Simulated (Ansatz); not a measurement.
Reference: MgSe (Fm-3m), HSE06, rigid bands (plane waves, PAW, scalar-relativistic; Ansatz, an electronic-structure program); geometry: cell and atoms relaxed with PBEsol.

```yaml
crystal:
  lattice:
    - [0.00000, 2.72473, 2.72473]
    - [2.72473, 0.00000, 2.72473]
    - [2.72473, 2.72473, 0.00000]
  atoms:
    - { symbol: Mg, position: [0.00000, 0.00000, 0.00000] }
    - { symbol: Se, position: [0.50000, 0.50000, 0.50000] }
```

| Property | Value |
|---|---|
| band gap | 2.68 eV |
| electron conductivity mass | 0.29 mₑ |
| Seebeck coefficient, n-type 1e19 cm⁻³ | -239 μV/K |

Task: Swap Se for O, keeping the structure type. How do these values move?

Result: MgO (Fm-3m): volume per atom 20.2 to 9.4 Å³; band gap rises (2.68 eV to 6.47 eV); electron conductivity mass rises (0.29 mₑ to 0.36 mₑ); Seebeck coefficient, n-type 1e19 cm⁻³ falls in size (-239 μV/K to -175 μV/K).

Task: Replace Se by S on the same sites and relax. What happens?

Result: MgS (Fm-3m): volume per atom 20.2 to 17.4 Å³; band gap rises (2.68 eV to 3.83 eV); electron conductivity mass rises (0.29 mₑ to 0.35 mₑ); Seebeck coefficient, n-type 1e19 cm⁻³ rises in size (-239 μV/K to -258 μV/K).

Moves up to 5 % count as about the same. Masses are for dilute carriers at 300 K, harmonic means over directions unless an axis is named. Seebeck coefficients are for the stated density at 300 K, with one relaxation time for all states and whether or not that doping can be reached. Spin-orbit coupling is left out.
